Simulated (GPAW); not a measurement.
Band structure of KF (Fm-3m, 2 atoms in the cell).

```
CELL_PARAMETERS angstrom
      0.00000     2.62442     2.62442
      2.62442     0.00000     2.62442
      2.62442     2.62442     0.00000
ATOMIC_POSITIONS crystal
  K  0.00000 0.00000 0.00000
  F  0.50000 0.50000 0.50000
```

Method of the run: PBE, GPAW PAW datasets PBE (gpaw-data 1.0.1) (plane waves; GPAW).

Settings: mode = pw; ecut = 900 eV; xc = PBE; kpts = 6 6 6; mesh shift (steps) = 0 0 0; occupations.name = fermi-dirac; occupations.width = 0 eV; nbands = -6; convergence.bands = -4; symmetry.symmorphic = false; symmetry.tolerance = 0.0005; maxiter = 150; bandpath_npoints = 40.

The starting cell comes from a database of computed structures (which also holds hypothetical and non-ambient phases and stackings), without a prior relaxation at this level. Its lattice was rescaled by a random factor within 2.5 % of one.

Question: Predict the gap along the standard path and the places of the band edges.

Answer: The gap along the path is 6.47 eV, direct at Γ to within 0.01 eV.

Levels in eV from the top of the valence band on the SCF mesh, bands 5 to 12:
```json
[
 {"point": "Γ", "5": "-9.20", "6": "0.00", "7": "0.00", "8": "0.00", "9": "6.47", "10": "10.80", "11": "10.80", "12": "10.80"},
 {"point": "X", "5": "-9.44", "6": "-0.18", "7": "-0.04", "8": "-0.04", "9": "8.26", "10": "10.60", "11": "12.23", "12": "13.72"},
 {"point": "W", "5": "-9.29", "6": "-0.44", "7": "-0.15", "8": "-0.15", "9": "9.91", "10": "9.91", "11": "11.46", "12": "13.68"},
 {"point": "K", "5": "-9.37", "6": "-0.35", "7": "-0.21", "8": "-0.17", "9": "9.08", "10": "11.00", "11": "11.36", "12": "13.76"},
 {"point": "L", "5": "-9.23", "6": "-0.85", "7": "-0.39", "8": "-0.39", "9": "9.31", "10": "11.00", "11": "12.26", "12": "12.26"},
 {"point": "U", "5": "-9.37", "6": "-0.35", "7": "-0.21", "8": "-0.17", "9": "9.08", "10": "11.00", "11": "11.36", "12": "13.76"}
]
```
